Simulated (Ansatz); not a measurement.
GaAs under load (space group I-4m2), r2SCAN with spin-orbit coupling, rigid bands (Ansatz, a first-principles code). Condition of this run: uniaxial stress along [001] of 1.2 GPa (compression positive) (the target of the relaxation). Band gap 0.89 eV, N_c = 3.47e17 cm⁻³ and N_v = 3.99e18 cm⁻³ at 300 K, conductivity masses along z (a = (0.00, 2.84, 2.79) Å; b = (2.84, 0.00, 2.79) Å; c = (2.84, 2.84, 0.00) Å) of 0.0590 mₑ (electrons) and 0.232 mₑ (holes). Take k_BT = 0.02585 eV.

Problem. Find the intrinsic carrier density and the intrinsic Fermi level.

Solution. n_i = √(N_c N_v) exp(−E_g/2k_BT) = 1.18e18 × exp(−17.21) = 3.9e10 cm⁻³. The level lies (k_BT/2) ln(N_v/N_c) = 32 meV from mid-gap (positive towards the conduction band). Each 0.1 eV added to the gap lowers n_i by a factor of 6.9.

Problem. What built-in voltage has an abrupt junction with N_A = 1e17 and N_D = 1e17 cm⁻³, all dopants ionised?

Solution. V_bi = E_g/e − (k_BT/e) ln(N_c N_v/(N_A N_D)) = 0.89 − 0.02585 × 4.93 = 0.76 V, for the computed gap.

Problem. A film of it is 5 nm thick, with its normal along the direction named. Estimate the confinement energies in an infinite well.

Solution. ħ²π²/(2m t²) = 0.376 eV·nm²/(m/mₑ × t²) gives 255 meV for electrons and 64.8 meV for holes, so the gap would widen to about 1.21 eV. Finite barriers and nonparabolic bands lower this, and with several valleys or bands the heaviest mass along the normal sets the lowest level, not this average.

Rigid bands with the computed gap; masses take one relaxation time for all states. Geometry: cell and atoms relaxed with PBEsol.
